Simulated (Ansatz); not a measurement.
BBi (model structure, started from the h-BN type, P6₃/mmc, No. 194, 4 atoms in the cell) was calculated with PBEsol in Ansatz (plane waves, PAW).

Settings: plane-wave cutoff 500 eV, 12×12×4 k mesh (along the axes of the cell as run), Fermi–Dirac smearing 0.05 eV, scalar-relativistic PAW data made under PBE.

Cell (relaxed at this level):

```yaml
crystal:
  lattice:
    - [3.84285, 0.00000, 0.00000]
    - [-1.92143, 3.32801, 0.00000]
    - [0.00000, 0.00000, 9.29848]
  atoms:
    - { symbol: B, position: [0.33333, 0.66667, 0.25000] }
    - { symbol: B, position: [0.66667, 0.33333, 0.75000] }
    - { symbol: Bi, position: [0.33333, 0.66667, 0.75000] }
    - { symbol: Bi, position: [0.66667, 0.33333, 0.25000] }
```

Q: Estimate the band gap that the calculation returns.

A: 
- band gap: 0.14 eV (under three smearing widths, so not firm)

Note: the relaxation could raise the start's symmetry but not lower it, so the cell can be a saddle point; the cell has widely spaced layers and the level no dispersion term, so their spacing and the moduli can rest on weak binding.

Spin–orbit coupling is not included; with these elements it can move the gap by several tenths of an eV or more.

Static lattice: no zero-point or thermal effects.

The result took about 2.1 core-minutes (a rough figure).

A model structure was made by putting elements into a prototype or built by hand; it is no filed structure, need not be a known phase, and can be a saddle point held by its symmetry.

Ansatz is a first-principles code.
